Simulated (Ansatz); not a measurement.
Consider interstitial Cl in beta Ga2O3, charge state -1. These are PBE, PAW (plane waves to 420 eV; Ansatz, a first-principles code) values and carry that method's errors.

Cell of 120 host sites held at the relaxed PBE lattice; the Γ point alone; Fermi-Dirac width 0.01 eV, spin-restricted; finite-size errors left in. Static, classical nuclei. The charge state is imposed; whether it is stable for some Fermi level was not computed. Sites that were not tried may lie lower.

Barriers: single points on a 2×2×2 k-point mesh shifted by half a step at the bands' geometries.

The step: a concerted move, in which Cl travels most. Atoms about the jump, Cartesian Å from the middle of the jump, before and after:

```csv
atom,x0,y0,z0,x1,y1,z1
Cl1,0.02,-0.77,-0.41,-0.02,0.77,0.41
Ga2,-1.74,0.77,-1.19,-1.81,0.77,-1.19
Ga3,1.81,-0.77,1.19,1.74,-0.77,1.19
O4,2.39,-0.77,-0.68,1.63,-0.87,-0.70
O5,-1.63,0.87,0.70,-2.39,0.77,0.68
Ga6,1.78,0.80,-1.85,1.67,0.77,-1.81
Ga7,-1.67,-0.77,1.81,-1.78,-0.80,1.85
O8,-0.35,0.83,-2.54,-0.33,0.77,-2.48
O9,0.33,-0.77,2.48,0.35,-0.83,2.54
O10,1.29,2.28,-0.64,1.62,2.41,-0.70
O11,-1.62,-2.41,0.70,-1.29,-2.28,0.64
Ga12,1.69,2.31,1.18,1.74,2.30,1.19
Ga13,-1.74,-2.30,-1.19,-1.69,-2.31,-1.18
O14,2.72,0.81,1.54,2.76,0.77,1.52
O15,-2.76,-0.77,-1.52,-2.72,-0.81,-1.54
O16,0.30,2.31,2.46,0.34,2.37,2.54
O17,-0.34,-2.37,-2.54,-0.30,-2.31,-2.46
Ga18,-1.69,2.35,1.84,-1.78,2.34,1.84
Ga19,1.78,-2.34,-1.84,1.69,-2.35,-1.84
O20,1.76,-0.77,-3.23,1.76,-0.77,-3.26
O21,-1.76,0.77,3.26,-1.76,0.77,3.23
O22,-2.70,2.33,-1.51,-2.72,2.36,-1.54
O23,2.72,-2.36,1.54,2.70,-2.33,1.51
Ga24,-0.18,-0.77,-3.90,-0.16,-0.76,-3.90
Ga25,0.16,0.76,3.90,0.18,0.77,3.90
```

Where do these atoms stand at the saddle point, and how high is it?


| atom | x | y | z |
|---|---|---|---|
| Cl1 | -0.01 | 0.00 | 0.00 |
| Ga2 | -1.85 | 0.79 | -1.22 |
| Ga3 | 1.82 | -0.80 | 1.22 |
| O4 | 2.21 | -0.88 | -0.70 |
| O5 | -2.24 | 0.86 | 0.70 |
| Ga6 | 1.72 | 0.79 | -1.85 |
| Ga7 | -1.75 | -0.80 | 1.85 |
| O8 | -0.39 | 0.83 | -2.55 |
| O9 | 0.36 | -0.84 | 2.55 |
| O10 | 1.35 | 2.33 | -0.67 |
| O11 | -1.38 | -2.34 | 0.68 |
| Ga12 | 1.68 | 2.27 | 1.16 |
| Ga13 | -1.71 | -2.28 | -1.16 |
| O14 | 2.74 | 0.78 | 1.52 |
| O15 | -2.77 | -0.79 | -1.51 |
| O16 | 0.25 | 2.25 | 2.41 |
| O17 | -0.28 | -2.27 | -2.41 |
| Ga18 | -1.76 | 2.36 | 1.84 |
| Ga19 | 1.73 | -2.37 | -1.83 |
| O20 | 1.75 | -0.75 | -3.24 |
| O21 | -1.78 | 0.74 | 3.25 |
| O22 | -2.73 | 2.39 | -1.55 |
| O23 | 2.70 | -2.40 | 1.56 |
| Ga24 | -0.19 | -0.74 | -3.88 |
| Ga25 | 0.16 | 0.74 | 3.89 |
It lies 0.17 eV above the start and 0.17 eV above the end. The saddle point's order was not checked, and it lies on a symmetry element of the cell, where a band can be held.
